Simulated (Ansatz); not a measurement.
## Hypothetical P6_422 BP, response to strain

The parent structure is BP (space group P6_422, No. 181; a = 3.2789 Å, c = 6.9954 Å; a hypothetical phase, not in the database extracts checked). Axes: x lies along a and z along c of the hexagonal cell.

Strains are applied to the cell and any free atomic positions relax; under biaxial strain the out-of-plane vector relaxes too.

Levels (all Ansatz, an electronic-structure program, PAW): PBE (420 eV, no SOC); PBEsol (420 eV, without spin-orbit coupling).

The base cell above is that of PBE; each level relaxes its own structures.

Notes on the quantities. pressure: mean of the normal stresses, compression positive.

| case | pressure, PBE | pressure, PBEsol |
|---|---|---|
| biaxial strain −2.07 %, plane normal [001], relaxed out of plane | 6.4 GPa | ? |
| biaxial strain −1.06 %, plane normal [001], relaxed out of plane | 3.2 GPa | 3.3 GPa |
| biaxial strain −0.15 %, plane normal [001], relaxed out of plane | 0.4 GPa | ? |
| biaxial strain +4.01 %, plane normal [001], relaxed out of plane | -10.0 GPa | -10.4 GPa |
| isotropic strain −0.70 % | 3.8 GPa | 4.0 GPa |
| isotropic strain +0.51 % | -2.5 GPa | ? |
| isotropic strain +2.32 % | -10.3 GPa | -10.9 GPa |
| uniaxial strain ε_yy = +1.11 % | -1.9 GPa | ? |
| uniaxial strain ε_zz = +0.95 % | -1.6 GPa | ? |
| uniaxial strain ε_zz = +2.45 % | -3.8 GPa | ? |
| tensor shear ε_xz = +2.72 % | 0.5 GPa | 0.5 GPa |
| strain tensor (xx, yy, zz, yz, xz, xy) = (+0.69, +0.37, −1.52, +0.03, +0.80, +1.30) % | 0.9 GPa | 0.9 GPa |

Q: What belongs in the blanks?

A: 
- biaxial strain −2.07 %, plane normal [001], relaxed out of plane, pressure, PBEsol: 6.6 GPa
- biaxial strain −0.15 %, plane normal [001], relaxed out of plane, pressure, PBEsol: 0.4 GPa
- isotropic strain +0.51 %, pressure, PBEsol: -2.7 GPa
- uniaxial strain ε_yy = +1.11 %, pressure, PBEsol: -2.0 GPa
- uniaxial strain ε_zz = +0.95 %, pressure, PBEsol: -1.6 GPa
- uniaxial strain ε_zz = +2.45 %, pressure, PBEsol: -4.1 GPa

The two levels differ by at most about 0.6 GPa. They put the cases in the same order.

A case with no gap was solved on a k-mesh chosen for an insulator, which is coarse for it. Stability against distortions was not tested. The base started in P3_121 and relaxed to P6_422 at this level. All final runs are without spin polarisation.
